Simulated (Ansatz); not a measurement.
Start from WS2 in the 2H-MoS2 type structure (space group P6_3/mmc, No. 194; layered, stacked along the Cartesian z axis).

WS2 is modelled in the hexagonal space group P6₃/mmc (No. 194), Pearson symbol hP6. Conventional cell: a = b = 3.154 Å, c = 12.137 Å, α = β = 90.00°, γ = 120.00°. W on 2c is surrounded by 6 S at 2.407 Å (trigonal prismatic). S on 4f has 3 W at 2.407 Å (trigonal pyramidal). (Neighbours: up to the widest gap in distance over summed covalent radii, below 1.35, at either atom; cation-cation and far metal-metal contacts left out.)

Calculations: Ansatz (a program for electronic structure) PBE-D3(BJ), no SOC.

The change: full substitution W → Mo; the structure is relaxed again.

Measured band gap: WS2 1.35 eV (room temperature; as listed in Carlos M. O. Bastos et al., Physical Review Materials (2019)); MoS2 1.23 eV (room temperature; as listed in Carlos M. O. Bastos et al., Physical Review Materials (2019)).

Measured lattice parameter a: WS2 3.153 Å (room temperature; as listed in arXiv:1605.07067); MoS2 3.16 Å (room temperature; as listed in arXiv:1605.07067).

Question: How well does PBE-D3(BJ) reproduce the measured shift?

Answer: With PBE-D3(BJ) the band gap moves by -0.11 eV (0.88 → 0.78) against -0.12 eV measured; the lattice parameter a moves by -0.005 Å (3.154 → 3.149) against +0.007 Å measured.

Spin-orbit coupling, missing from the scalar runs, can matter with W. Gaps are Kohn–Sham eigenvalue differences; semilocal functionals usually give less than the measured gap. Whether these cells are dynamically stable was not tested.
